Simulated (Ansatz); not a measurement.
Cell and atoms of amorphous silicon oxynitride (Si$_{30}$O$_{12}$N$_{32}$):

```
N16O6Si15
1.0
    9.91197     0.00000     0.00000
    0.00000     9.91197     0.00000
    0.00000     0.00000     9.91197
Si O N
30 12 32
Cartesian
  2.97479   7.02418   8.22265
  5.34459   0.07562   1.30349
  6.43823   7.90826   6.33908
  4.60235   9.83848   4.52077
  6.19897   1.41548   5.81203
  5.63093   7.07063   1.83851
  8.22123   5.58439   6.02610
  9.40767   2.24563   7.96225
  0.40659   3.79849   6.35296
  0.73162   6.67920   7.51992
  8.52867   7.24735   1.66593
  1.06891   1.14756   1.23677
  0.11816   9.17915   8.95194
  6.78698   3.55393   8.17239
  3.56496   1.54687   2.30413
  9.18729   4.65620   2.93140
  8.30096   9.70297   1.62016
  2.21039   2.96186   8.94331
  6.66971   4.74180   1.18356
  1.74991   3.03047   3.43416
  3.05621   0.27785   9.19436
  8.19905   1.54734   0.06130
  4.28473   7.18207   4.51994
  7.14802   3.65115   3.99387
  5.44736   5.01982   5.98825
  4.32337   4.63586   3.24322
  4.48017   4.97537   9.79892
  5.11129   7.99918   8.97716
  2.75088   5.01518   5.69986
  4.20637   2.34906   6.90072
  3.13005   4.18873   9.49150
  6.37733   8.28587   7.94609
  9.11297   2.60769   6.36263
  7.82588   7.19266   5.87521
  8.11904   8.51474   2.71620
  9.52950   6.19232   2.32934
  9.03625   8.45662   0.52790
  1.59346   6.59507   9.02966
  7.10702   2.08854   4.62264
  3.54821   8.65062   4.87606
  1.49287   2.47324   0.38448
  6.22800   9.49206   5.52991
  8.44087   4.69334   4.54784
  8.18413   2.98926   9.00335
  0.92009   3.22252   7.90733
  7.60384   3.87863   2.30779
  6.95158   0.60437   0.87287
  0.08083   8.20741   7.63388
  5.96840   4.12849   9.61122
  3.61810   8.71422   8.43470
  4.45020   6.39902   8.89006
  3.16517   1.73463   8.13522
  0.50806   3.67376   2.62495
  4.47980   1.33799   5.50192
  3.98685   0.92479   0.66860
  5.18248   6.77095   5.96599
  1.48817   9.82030   9.90219
  5.96960   2.22769   7.32080
  4.04879   4.10369   6.54904
  1.64123   3.75119   5.16569
  7.14138   6.41369   1.17391
  2.31120   6.37139   6.71211
  5.67131   4.42445   4.32292
  9.08012   0.71908   8.67115
  4.91413   5.33244   1.65089
  3.46348   3.20198   2.90800
  3.36515   5.73193   4.20795
  6.91098   4.77143   6.89865
  4.86607   0.51959   2.94186
  9.27497   1.14531   1.44954
  1.91432   1.27378   2.76003
  9.70506   5.40021   6.81636
  5.38621   7.59335   3.35672
  5.33760   8.35770   0.72960
```

Methods: PBE, scalar-relativistic without spin-orbit coupling (Ansatz, a quantum-chemistry and plane-wave program); r2SCAN, scalar-relativistic without spin-orbit coupling (Ansatz). Neutral PBE cell, which sets geometry, pressure and energy: sampling: a 2×2×2 Γ-centred mesh; Fermi-Dirac width 0.02 eV; no spin polarisation.

A CHGNet melt-quench gave the starting glass, which DFT then relaxed. O and N atoms were pushed apart under 1.9 Å during the dynamics, to hinder bonds among them. The hot cell started wider than the set density and was brought back towards it in steps. It is the lowest in DFT energy of 2 quenches. It is a model cell: composition and starting density were chosen by hand, and all elements were melted together. No dispersion term was used. The quench was far faster than any real one, so the model tends to hold more defects than a real film. A cell of this size samples the disorder only roughly. The volume was free in the relaxation, at fixed shape.

**Question.** Give the pressure and the spacing of the highest filled and lowest empty levels.

**Answer.** 
The pressure on a 2×2×2 Γ-centred mesh is 0.05 GPa and the largest force and stress component on that mesh (the relaxation ran on the zone centre alone) comes out as 0.05 eV/Å and 6.0 GPa. The level gap on a 2×2×2 Γ-centred mesh (PBE) is 2.65 eV, the level gap at the zone centre (PBE) is 2.66 eV and the level gap at the zone centre (r2SCAN) is 3.14 eV. The distance between the nearest levels spread over more than a fifth of the atoms or a third of the atoms of their main element (six at least) (PBE, zone centre) is 3.11 eV.

**Question.** At PBE and the zone centre, how localised are the states just below and above the Fermi level (participation number: the atoms over which a state spreads)?

**Answer.** The highest filled state is spread over 3.2 atoms' worth, largest on N53, with weights by element (charge in smoothed Voronoi cells) N 0.83, Si 0.12, O 0.05. The lowest empty state is spread over 16.0 atoms' worth, largest on Si5, with weights by element (charge in smoothed Voronoi cells) Si 0.46, N 0.30, O 0.23.

At PBE the levels at the filled edge of the gap are localised (band-tail or defect states), and the nearest spread-out levels lie 3.1 eV apart at the zone centre.

Bonds are counted up to Si-Si 2.60 Å, Si-O 2.12 Å, Si-N 2.08 Å, O-O 1.58 Å, O-N 1.64 Å, N-N 1.70 Å. Two cations that share two anions don't count as bonded, nor two that share one unless they lie closer than Si-Si 2.38 Å.

A PBE run started with 1 μB on atoms that lack a bond or may hold spare charge lost its moments; other starts weren't tried.
